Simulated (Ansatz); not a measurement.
Here is the system:

```
AlN
1.0
    0.00000     2.16698     2.16698
    2.16698     0.00000     2.16698
    2.16698     2.16698     0.00000
Al N
1 1
Direct
  0.00000   0.00000   0.00000
  0.25000   0.25000   0.25000
```

No spin polarisation.

Calculations: DFT with PBEsol, PAW potentials and a 420 eV plane-wave cutoff in Ansatz (a first-principles code), no SOC. Γ-centred 13×13×13 mesh, Fermi–Dirac width 0.05 eV.

Q: Predict the electron mass, smallest direct gap, space group and band gap.

A: 
- Electron mass: 0.52 mₑ along k, 0.32 mₑ across (at X)
- Smallest direct gap: 4.32 eV
- Space group: F-43m (No. 216)
- Band gap: 3.21 eV

The cells carry an imposed strain or load. Masses are band curvatures over ±0.01 Å⁻¹ around the edge. Along k means along the line from Γ to the band edge. Whether these cells are dynamically stable was not tested. The cell was made from AlN in the zinc blende structure (space group F-43m, No. 216) by this change: isotropic strain −1.00 %. This is not the structure that AlN has at room temperature and ambient pressure.
